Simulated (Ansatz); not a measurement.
Start from AlP in the zinc blende structure (space group F-43m, No. 216; a = 5.5078 Å).

(Cell as relaxed with PBE.)

Levels (all Ansatz, an electronic-structure program, PAW): PBE (420 eV, no SOC); PBEsol (420 eV, no SOC).

Each level relaxes its own structure.

```csv
quantity,PBE,PBEsol
volume per atom,20.88 Å³,20.46 Å³
lattice parameter a,5.508 Å,5.471 Å
band gap,1.63 eV,1.45 eV
gap character,"indirect, Γ → X","indirect, Γ → X"
electron mass,"0.81 mₑ along k, 0.25 mₑ across","0.77 mₑ along k, 0.24 mₑ across"
"hole mass (degenerate bands, along [100])","0.19, 0.56, 0.56 mₑ","0.19, 0.54, 0.54 mₑ"
```

PBE's volume per atom lies 0.42 Å³ above PBEsol's (2.1 %); PBE's lattice parameter a lies 0.037 Å above PBEsol's (0.7 %); PBE's band gap lies 0.18 eV above PBEsol's; the two agree on the gap character. Neither level is exact; PBEsol is the comparison here, not a measurement.

Effective masses come from finite differences of ±0.01 Å⁻¹. Along k means along the line from Γ to the band edge. Stability against distortions was not tested.
